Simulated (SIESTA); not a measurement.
A self-consistent single point of Na2Cl (P4/mmm, 6 atoms in the cell) with SIESTA.

Computed with GGA PBEsol, numerical atomic orbitals DZP, PseudoDojo PBEsol standard norm-conserving potentials (rewritten from UPF to PSML) (SIESTA).

```yaml
crystal:
  lattice:
    - [3.56747, 0.00000, 0.00000]
    - [0.00000, 3.56747, 0.00000]
    - [0.00000, 0.00000, 12.63287]
  atoms:
    - { symbol: Na, position: [0.00000, 0.00000, 0.22690] }
    - { symbol: Na, position: [0.00000, 0.00000, 0.77310] }
    - { symbol: Na, position: [0.00000, 0.00000, 0.50000] }
    - { symbol: Na, position: [0.50000, 0.50000, 0.00000] }
    - { symbol: Cl, position: [0.50000, 0.50000, 0.35918] }
    - { symbol: Cl, position: [0.50000, 0.50000, 0.64082] }
```

Reference input (self-consistent single point, DFT, LDA PW92, numerical atomic orbitals DZP, PseudoDojo LDA standard norm-conserving potentials (rewritten from UPF to PSML)): XC.functional = LDA; XC.authors = PW92; potentials = PseudoDojo LDA standard; PAO.BasisSize = DZP; PAO.EnergyShift = 0.01 Ry; MeshCutoff = 350 Ry; kgrid.MonkhorstPack = 8 8 2; OccupationFunction = FD; ElectronicTemperature = 136 meV; MaxSCFIterations = 150; SCF.Mixer.Method = Broyden; SCF.Mixer.Weight = 0.25. This run's input differs from it in these lines:

```diff
@@ -1,2 +1,2 @@
-# files in the folder: Na.psml Cl.psml (PseudoDojo LDA standard)
+# files in the folder: Na.psml Cl.psml (PseudoDojo PBEsol standard)
 SystemName  Na2Cl
@@ -26,4 +26,4 @@
 
-XC.functional                LDA
-XC.authors                   PW92
+XC.functional                GGA
+XC.authors                   PBEsol
 PAO.BasisSize                DZP
```

Output, abridged:

```
        iscf     Eharris(eV)        E_KS(eV)     FreeEng(eV)     dDmax    Ef(eV) dHmax(eV)
   scf:    1    -5864.095125    -5859.772604    -5859.838871  0.602823 -3.124794  4.038020
   scf:    2    -5859.996212    -5859.889666    -5859.955380  0.058323 -3.080027  2.548714
   scf:    3    -5860.019855    -5859.964569    -5860.029816  0.072833 -3.062181  0.452346
   scf:    4    -5859.970214    -5859.967626    -5860.032897  0.009762 -3.083229  0.143992
   scf:    5    -5859.968563    -5859.968220    -5860.033509  0.003942 -3.091925  0.018150
   [... 5 lines left out ...]
   scf:   11    -5859.968224    -5859.968224    -5860.033514  0.000033 -3.091199  0.000400
   scf:   12    -5859.968224    -5859.968224    -5860.033514  0.000020 -3.091148  0.000354
   scf:   13    -5859.968224    -5859.968224    -5860.033514  0.000013 -3.091117  0.000290
   scf:   14    -5859.968224    -5859.968224    -5860.033514  0.000009 -3.091095  0.000231
SCF Convergence by DM+H criterion
max |DM_out - DM_in|         :     0.0000089465
max |H_out - H_in|      (eV) :     0.0002310664
SCF cycle converged after 14 iterations

Using DM_out to compute the final energy and forces

siesta: E_KS(eV) =            -5859.9682

siesta: E_KS - E_eggbox =     -5859.9682

siesta: Atomic forces (eV/Ang):
     1    0.000000   -0.000000    0.170835
     2    0.000000   -0.000000   -0.170835
     3   -0.000000   -0.000000    0.000000
     4   -0.000000    0.000000    0.000000
     5   -0.000000   -0.000000    0.119467
     6    0.000000   -0.000000   -0.119467
   Tot    0.000000   -0.000000    0.000000
   Max    0.170835
   Res    0.069488    sqrt( Sum f_i^2 / 3N )
   Max    0.170835    constrained

   [... lines left out ...]
siesta: FreeEng =     -5860.033514
   [... lines left out ...]
siesta:     0.008950    0.000000   -0.000000
siesta:     0.000000    0.008950   -0.000000
siesta:    -0.000000    0.000000    0.004750

siesta: Cell volume =        160.776402 Ang**3

siesta: Pressure (static):
siesta:                Solid            Molecule  Units
siesta:          -0.00008223         -0.00004601  Ry/Bohr**3
siesta:          -0.00754972         -0.00422455  eV/Ang**3
siesta:         -12.09598558         -6.76847180  kBar
```

The run converged in 14 iterations. Against the reference run the pressure goes from -2.60 to -1.21 GPa and the largest force goes from 0.210 to 0.171 eV/Å.

The starting cell comes from a database of computed structures (which also holds hypothetical and non-ambient phases and stackings), without a prior relaxation at this level. Its lattice was rescaled by a random factor within 2.5 % of one. Values carry the incompleteness of an atom-centred basis. The run gives no clean gap (levels at the Fermi energy touch, overlap or are partly filled at this smearing), which alone does not show that the compound is a metal.
